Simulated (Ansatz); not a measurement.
Consider this model of amorphous Si24O51B2.

```xyz
77
Lattice="10.2606 -0.1823 0.3442 -0.1823 10.3493 0.3065 0.3442 0.3065 10.8525" Properties=species:S:1:pos:R:3 pbc="T T T"
Si     6.4362     3.9493     5.0789
Si     6.6468     1.0278    10.5197
Si     1.2159     6.5105     3.8286
Si     7.6304     6.3848     9.3843
Si    -0.1507     9.8121     0.6199
Si     5.0868     9.7247     2.5629
Si     3.6280     4.9276     4.6318
Si     9.9665     2.3608     0.7771
Si    10.2064     1.6022     6.2557
Si     6.7100     4.0223    11.1177
Si     3.9870     4.5186     1.8198
Si     8.5308     9.1060    10.7630
Si     2.5463     5.8860     7.2268
Si     1.2386     8.4959     5.8103
Si     6.0221     9.5025     5.6227
Si     2.7541     0.7907     6.4639
Si     7.9977     3.3255     2.6177
Si     9.3018     4.3793     5.0814
Si     9.0182     9.8678     6.2234
Si    10.4567     5.0082     9.6551
Si     4.0987    10.0842     9.3423
Si     1.1511     5.0722     1.0794
Si     2.6195     9.0467     1.3091
Si     5.1991     7.5214     7.7742
O      9.9873     8.6395     6.6934
O      6.0342     0.4033     1.2581
O      9.1067     5.7227     9.0218
O      4.8703     5.8924     2.0297
O      3.4709     9.9807     2.3543
O      7.5553    10.3094    10.2496
O     10.0794     3.4759    10.1884
O      1.8491     7.2498     6.6572
O      1.0800     8.0851     4.2244
O      5.3035     8.1772     6.2618
O      7.6398     9.2723     5.6366
O      3.5293     3.9213     3.3068
O      6.6804     5.2269    10.0330
O      4.9239     3.4725     1.0003
O     10.1209     9.3286    10.2867
O      5.4232     8.1741     2.1234
O      0.8251     6.0797     2.3176
O      3.9250     1.6989     5.7536
O      9.1711     4.0172     3.5011
O      3.2907     0.3922     7.9384
O      0.1790     5.7139     4.8386
O      5.8977     0.4504     6.2566
O      8.6733     2.0828     1.7830
O      4.8341     8.7227     8.8246
O      3.1906     7.5231     1.5256
O      3.1549     9.7275    10.6032
O      2.8209     6.2446     4.0859
O      1.0164     9.1462     1.5312
O      2.2376     9.7800     5.9321
O      2.7476     4.8979     0.8501
O      5.5164     9.8736     4.1206
O      7.7793     4.7539     5.5785
O      6.7709     3.0955     3.6900
O      1.4581     5.2009     8.2507
O      1.4379     1.7431     6.5563
O      4.0089     6.3809     7.8350
O      0.6959     3.5140     1.2880
O      0.3251     1.0665     0.1812
O      5.2400     5.0522     4.9090
O      7.4350     4.2503     1.3955
O      5.3442     0.8541     9.5531
O      0.7295     6.0088    10.6337
O      7.1053     2.5953    10.4207
O      8.6019     9.1437     1.5026
O      7.9094     7.6539    10.3910
O      6.6949     6.9296     8.1431
O      9.1129     0.6799     7.1214
O      2.8934     4.7197     6.0945
O     10.0498     0.5818     4.9288
O      5.9967     2.8117     6.1526
O      9.8046     3.1352     5.9993
B      5.2700     1.6534     6.0403
B      4.4819     7.1959     1.8935
```

Computed with PBE, scalar-relativistic without spin-orbit coupling (plane waves to 420 eV, PAW; Ansatz, a quantum-chemistry and plane-wave program).

Preparation: random packing, a CHGNet melt and quench, and a DFT relaxation. O atoms were pushed apart under 1.9 Å during the dynamics, to hinder bonds among them. The hot cell started wider than the set density and was brought back towards it in steps. It is the lowest in DFT energy of 2 quenches. It is a model cell: composition and starting density were chosen by hand, and all elements were melted together. No dispersion term was used. Its density started from a set value of 2.18 and ended at 2.18 g/cm³. The quench (nominally 480 K/ps over its main leg) was far faster than any real one, so the model tends to hold more defects than a real film. A cell of this size samples the disorder only roughly. The volume was held where the preparation left it and the shape relaxed, at a PBE pressure of -0.2 GPa (tension).

Neighbours within Si-Si 2.60 Å, Si-O 1.90 Å, Si-B 2.28 Å, O-O 1.58 Å, O-B 1.80 Å, B-B 1.97 Å count as bonded. Two cations that share two anions don't count as bonded, nor two that share one unless they lie closer than Si-Si 2.38 Å, Si-B 2.09 Å, B-B 1.80 Å.

**Question.** Give the coordination numbers, mean bond lengths and angles.

**Answer.** 
```
Property                                                         Result
---------------------------------  ------------------------------------
Mean coordination of Si by anions                      4.00 (24 with 4)
Mean coordination of O                                 2.00 (51 with 2)
Mean coordination of B by anions                        3.00 (2 with 3)
Mean Si-O bond                     1.640 Å (spread 0.017 Å, 96 counted)
Mean O-B bond                       1.375 Å (spread 0.005 Å, 6 counted)
Bond angle at Si                               mean 109.5°, spread 5.6°
Bond angle at O                               mean 133.4°, spread 17.4°
Bond angle at B                                mean 120.0°, spread 1.2°
```

**Question.** List the pairs of like atoms that count as bonded by the rules above.

**Answer.** There are none by these rules.
